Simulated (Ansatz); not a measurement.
## Effect of pressure −1 GPa on PbSe

Consider PbSe in the rock salt structure (space group Fm-3m, No. 225; a = 6.178 Å).

The change: a negative pressure, −1 GPa.

Calculations: plane-wave PAW DFT at the r2SCAN level (Ansatz, a quantum-chemistry and plane-wave program, 500 eV), scalar-relativistic without spin-orbit coupling. Settings: 9×9×9 k-points, 0.05 eV Fermi–Dirac smearing.

- Density = 7.90 g/cm³ (base 8.06 g/cm³)
- Lattice parameter a = 6.220 Å (base 6.178 Å)
- Shortest interatomic distance = 3.110 Å (base 3.089 Å)
- Band gap = 0.73 eV (base 0.67 eV)
- Gap character = direct at L (base direct at L)
- Mean gap deformation potential ΔEg/Δln V = +3.1 eV
- Width of the top valence band = 3.05 eV (base 3.20 eV)
- Electron mass = 0.21 mₑ along k, 0.14 mₑ across (at L) (base 0.19 mₑ along k, 0.14 mₑ across (at L))
- Hole mass = 0.27 mₑ along k, 0.12 mₑ across (at L) (base 0.24 mₑ along k, 0.11 mₑ across (at L))
- Valley order (the lowest conduction-band minima on the path, energy above the VBM, named in the base's zone) = L along ⟨111⟩ 0.73 eV; a point along ⟨110⟩, about 0.6 Å⁻¹ from Γ 1.51 eV; a point along ⟨100⟩, about 0.4 Å⁻¹ from Γ 2.22 eV (base L along ⟨111⟩ 0.67 eV; a point along ⟨110⟩, about 0.6 Å⁻¹ from Γ 1.46 eV; a point along ⟨100⟩, about 0.4 Å⁻¹ from Γ 2.19 eV)

Final structure:

```
PbSe
1.0
    0.00000     3.11014     3.11014
    3.11014     0.00000     3.11014
    3.11014     3.11014     0.00000
Pb Se
1 1
Direct
  0.00000   0.00000   0.00000
  0.50000   0.50000   0.50000
```

With Pb present, leaving out spin-orbit coupling can change the band edges. Load acts through the strain it causes; cell and atoms are relaxed under it. Masses are band curvatures over ±0.01 Å⁻¹ around the edge. Along k means along the line from Γ to the band edge. No phonon test of stability was made.
